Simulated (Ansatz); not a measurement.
GaP under load (space group P6_3mc), r2SCAN with spin-orbit coupling, rigid bands in Ansatz (a first-principles code). Condition of this run: biaxial stress in the c plane of -5.6 GPa (compression positive) (the target of the relaxation). Band gap 1.11 eV, N_c = 3.26e18 cm⁻³ and N_v = 9.67e18 cm⁻³ at 300 K, conductivity masses along y (a = (3.95, 0.00, 0.00) Å; b = (-1.98, 3.42, 0.00) Å; c = (0.00, 0.00, 6.25) Å) of 0.129 mₑ (electrons) and 0.832 mₑ (holes). Take k_BT = 0.02585 eV.

Question: What thermal injection velocity √(2k_BT/πm) limits a ballistic channel along the direction named?

Answer: 1.50e7 cm/s for electrons and 5.90e6 cm/s for holes, a ratio of √(m_h/m_e) = 2.54, for dilute carriers.

Question: Find the intrinsic carrier density and the intrinsic Fermi level.

Answer: n_i = √(N_c N_v) exp(−E_g/2k_BT) = 5.61e18 × exp(−21.47) = 2.7e9 cm⁻³. The level lies (k_BT/2) ln(N_v/N_c) = 14 meV from mid-gap (positive towards the conduction band). Each 0.1 eV added to the gap lowers n_i by a factor of 6.9.

Rigid bands with the computed gap; masses take one relaxation time for all states. Geometry: cell and atoms relaxed with PBEsol.
